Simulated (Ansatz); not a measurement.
# Pressure series in Ta2O5

Base system: Ta$_{2}$O$_{5}$ (space group Pmmm, No. 47; a = 3.670 Å, b = 3.859 Å, c = 6.433 Å; a cell from a computed database, its experimental status unchecked).

Cell and atoms are relaxed at each pressure.

Method: PBEsol in Ansatz (plane waves to 420 eV, PAW, no spin-orbit coupling).

```json
[
 {"pressure (GPa)": "-1", "volume per atom (Å³/atom)": "13.080"},
 {"pressure (GPa)": "0", "volume per atom (Å³/atom)": "13.016"},
 {"pressure (GPa)": "0.3", "volume per atom (Å³/atom)": "12.998"},
 {"pressure (GPa)": "0.7", "volume per atom (Å³/atom)": "12.973"},
 {"pressure (GPa)": "1.5", "volume per atom (Å³/atom)": "12.924"},
 {"pressure (GPa)": "3", "volume per atom (Å³/atom)": "?"},
 {"pressure (GPa)": "5", "volume per atom (Å³/atom)": "12.722"},
 {"pressure (GPa)": "7.5", "volume per atom (Å³/atom)": "12.587"}
]
```

Task: Fit the third-order Birch–Murnaghan form P(V) = (3B₀/2)[(V₀/V)^(7/3) − (V₀/V)^(5/3)]·[1 + (3/4)(B₀′ − 4)((V₀/V)^(2/3) − 1)] (squares taken in P) to the rows shown and predict the withheld row.

Result: Least squares on the printed values gives V₀ = 13.016 Å³/atom, B₀ = 208 GPa, B₀′ = 4.4; this predicts 12.835 Å³/atom, and the run gives 12.835 Å³/atom, in agreement.

Load acts through the strain it causes; cell and atoms are relaxed under it. Stability against distortions was not tested. Competing high-pressure phases were not computed.

Ansatz is a program for electronic structure.
